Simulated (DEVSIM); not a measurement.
Simulated with DEVSIM: 1D Poisson equation in equilibrium, Boltzmann statistics, complete ionisation; no quantum confinement or tunnelling. Metal contacts follow the ideal Schottky-Mott rule: no Fermi-level pinning, no interface dipoles.

Structure: Au/SiON/p-Ge capacitor, at 300 K.

```tsv
layer (left to right)	material	thickness (nm)	Na (cm⁻³)
1	SiON	12.0	-
2	Ge	6400	8.7e15
```

Metal gate on the left, work function 5.1 eV. Fixed charge at the semiconductor interface -1.1e11 cm⁻² (in units of +e); no interface traps.

This is a model device: material constants are rounded textbook-type values typed into the input, and sizes, dopings and lifetimes were drawn at random. Values at 300 K.

```csv
parameter,SiON,Ge
gap (eV),7,0.664
affinity (eV),1.4,4
permittivity,5.5,16
Nc (cm⁻³),-,1.04e19
Nv (cm⁻³),-,6e18
```

One input was changed, with this effect: minimum of the low-frequency capacitance 0.0613 → 0.0652 μF/cm²; threshold voltage (band bending 2φF) 1.05 → 1.01 V; capacitance of the dielectric stack 0.406 → 0.580 μF/cm²; flat-band voltage 0.65 → 0.64 V.

Q: Which change was it?
(A) fixed charge -1.1e+11 → 4.9e+11 cm^-2
(B) gate work function 5.1 → 5.25 eV
(C) SiON thickness 0.012 → 0.0084 μm
(D) interface trap density 0 → 1e+12 cm^-2 eV^-1

A: C, SiON thickness 0.012 → 0.0084 μm
